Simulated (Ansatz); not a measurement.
Results of r²SCAN (PAW; Ansatz, a quantum-chemistry and plane-wave program) for AlB2-type ErB₂.

Settings: plane-wave cutoff 500 eV, 18×18×10 k mesh (along the axes of the cell as run), Fermi–Dirac smearing 0.05 eV, spin-polarised start, scalar-relativistic PAW data made under PBE.

Computed at the level's own relaxed cell.

**Question.** Give the computed volume per atom, equilibrium lattice constant a and lattice parameter c.

**Answer.** 
* **volume per atom**: 11.61 Å³/atom
* **equilibrium lattice constant a**: 3.258 Å
* **lattice parameter c**: 3.787 Å

Note: the magnetic order was assumed, not searched for or taken from measurement; the 4f shell is treated without U or exact exchange, so its levels and filling can be wrong.

Spin–orbit coupling is not included.

Computed values are for the static lattice.

It cost very roughly 3 core-minutes of CPU time.
